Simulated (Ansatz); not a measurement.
The starting structures come from a database of crystals and need not be the phases stable at ambient conditions.

Inside the gap of an insulator the Bloch states are evanescent, with a wavenumber k + iκ along the transport direction.

Given:

```
CELL_PARAMETERS angstrom
      6.21372     0.00630    -0.00057
     -0.30443     7.39112     0.01924
      3.03842     0.56023     6.83997
ATOMIC_POSITIONS crystal
  Hg 0.95469 0.27801 0.84493
  Hg 0.04531 0.72199 0.15507
  Hg 0.43611 0.06008 0.76652
  Hg 0.56389 0.93992 0.23348
  Te 0.52293 0.47628 0.24391
  Te 0.47707 0.52372 0.75609
  Te 0.99633 0.15759 0.32628
  Te 0.00367 0.84241 0.67372
  O  0.25557 0.45386 0.01633
  O  0.74443 0.54614 0.98367
  O  0.26826 0.44391 0.64172
  O  0.73174 0.55609 0.35828
  O  0.64645 0.30188 0.71216
  O  0.35355 0.69812 0.28784
  O  0.77053 0.18488 0.19798
  O  0.22947 0.81512 0.80202
  O  0.79918 0.98477 0.86672
  O  0.20082 0.01523 0.13328
  O  0.79919 0.95210 0.48272
  O  0.20081 0.04790 0.51728
```

Space group of this cell: P-1. The cell was relaxed by PBE-D3(BJ); by r2SCAN its mean pressure is -2.4 GPa.

Transport runs along the normal of the first two printed cell vectors.

The gap is the functional's own. No spin-orbit coupling. Mid-gap values are interpolated on the energy grid.

Task: Give the band gap and the smallest decay constant κ at mid-gap that r2SCAN (Ansatz, a first-principles code) yields.

Result: Gap 2.53 eV on a 6×4×6 mesh; κ = 0.360 1/Å, at (0.167, 0.250) of the in-plane reciprocal vectors. At the zone centre, at the nearest computed energy, the slowest state has κ = 0.39 1/Å.
